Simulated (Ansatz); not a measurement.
## Sc, pressure series

Start from Sc in the hcp (Mg type) structure (space group P6_3/mmc, No. 194; a = 3.319 Å, c = 5.166 Å).

Cell and atoms are relaxed at each pressure.

Method: PBE (Ansatz, a first-principles code), no SOC.

```tsv
pressure (GPa)	volume per atom (Å³/atom)
-1	25.124
0	24.650
0.3	24.513
0.7	24.338
1.5	24.006
3	23.426
5	?
7.5	21.979
10	21.313
```

Fit the third-order Birch–Murnaghan form P(V) = (3B₀/2)[(V₀/V)^(7/3) − (V₀/V)^(5/3)]·[1 + (3/4)(B₀′ − 4)((V₀/V)^(2/3) − 1)] (squares taken in P) to the rows shown and predict the withheld row.

Least squares on the printed values gives V₀ = 24.649 Å³/atom, B₀ = 54.2 GPa, B₀′ = 3.3; this predicts 22.736 Å³/atom, and the run gives 22.738 Å³/atom, 0.002 higher.

Load acts through the strain it causes; cell and atoms are relaxed under it. Whether these cells are dynamically stable was not tested. Competing high-pressure phases were not computed. The final runs are not spin-polarised.
